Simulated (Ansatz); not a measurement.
An Ansatz (a quantum-chemistry and plane-wave program) input (plane-wave PAW DFT at the r2SCAN level (Ansatz, 500 eV), scalar-relativistic without spin-orbit coupling, earlier PAW set):

Ansatz 0.2 input:
```yaml
crystal:
  lattice:
    - [3.8115934541, 0, 0]
    - [0, 5.390407157, 0]
    - [0, 0, 18.8115934541]
  atoms:
    - { symbol: S, position: [0.75, 0.5, 0.3986903086] }
    - { symbol: Zn, position: [0.25, 0.25, 0.3986903086] }
    - { symbol: S, position: [1.25, 1, 0.5] }
    - { symbol: Zn, position: [0.75, 0.75, 0.5] }
    - { symbol: S, position: [1.75, 1.5, 0.6013096914] }
    - { symbol: Zn, position: [1.25, 1.25, 0.6013096914] }
basis: { ecutwfc: 500, ecutrho_ratio: 4, xc_grid: 4, fft_grid_basis: typed }
kpoints: { mp_grid: { grid: [9, 6, 1] } }
hamiltonian:
  xc: r2scan
  dispersion: none
  pseudopotentials: { azcp: { folder: ./paw }, kind: paw }
scf: { occupations: { method: fermi_dirac, width: 0.05 }, convergence: { dr2_threshold: 0.0000000006 } }
relax: { f_tol: 0.01, max_steps: 50 }
output: { forces: true, stress: true }
checkpoint: { write: state.ck, write_every: 1000 }
```

Problem. Which symmetry and how many k-points will the program report, and about how many plane waves at Γ?

Solution. Space group Pmm2 (ITA 25) with 4 operations, k-points 20 of 54, and 9719 plane waves at Γ.

Stability against distortions was not tested. The cell was made from ZnS in the zinc blende structure (space group F-43m, No. 216) by this change: a free-standing slab of 3 layers (6 atoms, 2 a layer) is cut normal to [110], with 15 Å of vacuum and the in-plane cell held at bulk.
